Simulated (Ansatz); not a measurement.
Data:

```
ZnSe
1.0
    0.00000     2.84694     2.84694
    2.84694     0.00000     2.84694
    2.84694     2.84694     0.00000
Zn Se
1 1
Direct
  0.00000   0.00000   0.00000
  0.25000   0.25000   0.25000
```

No spin polarisation.

All numbers come from Ansatz (an electronic-structure program), r2SCAN, PAW, cutoff 500 eV, no spin-orbit coupling. k-mesh 10×10×10 (Γ-centred); smearing 0.05 eV (Fermi–Dirac).

### Question
What is the computed electron mass?

### Answer
0.12 mₑ (at Γ).

### Question
What is the computed gap character?

### Answer
Direct at Γ.

### Question
Predict the band gap.

### Answer
1.80 eV.

### Question
What is the computed space group?

### Answer
F-43m (No. 216).

The cells carry an imposed strain or load. Effective masses come from finite differences of ±0.01 Å⁻¹. Stability against distortions was not tested. The cell was made from ZnSe in the zinc blende structure (space group F-43m, No. 216) by this change: isotropic strain +0.50 %.
